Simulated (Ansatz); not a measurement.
**SnO2, response to strain**

The parent structure is SnO₂ in the rutile structure (space group P4_2/mnm, No. 136; a = 4.722 Å, c = 3.190 Å).

Strains are applied to the cell and any free atomic positions relax.

Method: Kohn–Sham DFT with the LDA functional, run in Ansatz (an electronic-structure program) with PAW and 420 eV plane waves, no SOC.

Notes on the quantities. pressure: mean of the normal stresses, compression positive; energy relative to the base: free energy F.

| case | shortest interatomic distance | pressure | energy relative to the base |
|---|---|---|---|
| base | 204.4 pm | 0.00 GPa | 0 meV/atom |
| isotropic strain +0.60 % | 205.9 pm | -3.64 GPa | +2.5 meV/atom |
| isotropic strain +1.20 % | 207.4 pm | -6.94 GPa | +9.7 meV/atom |
| isotropic strain +1.80 % | 208.6 pm | -9.93 GPa | +21 meV/atom |
| isotropic strain +2.40 % | 209.6 pm | -12.62 GPa | +37 meV/atom |
| isotropic strain +3.00 % | 210.7 pm | -15.03 GPa | +56 meV/atom |

Whether these cells are dynamically stable was not tested.
